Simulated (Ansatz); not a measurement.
The starting structures come from a database of crystals and need not be the phases stable at ambient conditions.

Here is the system:

```yaml
crystal:
  lattice:
    - [5.56588, 0.00000, 0.00000]
    - [0.00000, 10.91338, 0.00000]
    - [2.78294, 5.45669, 2.78294]
  atoms:
    - { symbol: Al, position: [0.50000, 0.25000, 0.00000] }
    - { symbol: Al, position: [0.00000, 0.50000, 0.00000] }
    - { symbol: Zn, position: [0.00000, 0.00000, 0.00000] }
    - { symbol: Se, position: [0.98727, 0.11781, 0.50174] }
    - { symbol: Se, position: [0.48901, 0.86946, 0.52372] }
    - { symbol: Se, position: [0.01273, 0.61955, 0.49826] }
    - { symbol: Se, position: [0.51099, 0.39318, 0.47628] }
```

Space group of this cell: I-4. The cell is taken as given.

Transport runs along the normal of the first two printed cell vectors, the (100) plane of the conventional cell.

The gap is the functional's own, uncorrected, and κ follows it; spin-orbit coupling is left out. Mid-gap values are interpolated between the computed energies.

Question: Compute, with PBEsol (Ansatz, an electronic-structure program), the band gap and the smallest decay constant κ at mid-gap.

Answer: Gap 2.17 eV on a 12×12×12 mesh; κ = 0.156 1/Å, at the zone centre.
